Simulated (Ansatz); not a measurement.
```yaml
crystal:
  lattice:
    - [0.00000, 2.80910, 2.80910]
    - [2.80910, 0.00000, 2.80910]
    - [2.80910, 2.80910, 0.00000]
  atoms:
    - { symbol: Mg, position: [0.00000, 0.00000, 0.00000] }
    - { symbol: Se, position: [0.50000, 0.50000, 0.50000] }
```

No spin polarisation.

All numbers come from PBE (Ansatz, a first-principles code, PAW, spin-orbit coupling left out). Γ-centred 10×10×10 mesh, Fermi–Dirac width 0.05 eV.

Predict the pressure, band gap and electron mass.


- Pressure: -3.18 GPa
- Band gap: 1.67 eV
- Electron mass: 0.47 mₑ along k, 0.23 mₑ across (at X)

The cells carry an imposed strain or load. Masses are band curvatures over ±0.01 Å⁻¹ around the edge. Along k means along the line from Γ to the band edge. No phonon test of stability was made. The cell was made from MgSe in the rock salt structure (space group Fm-3m, No. 225) by this change: isotropic strain +2.00 %.
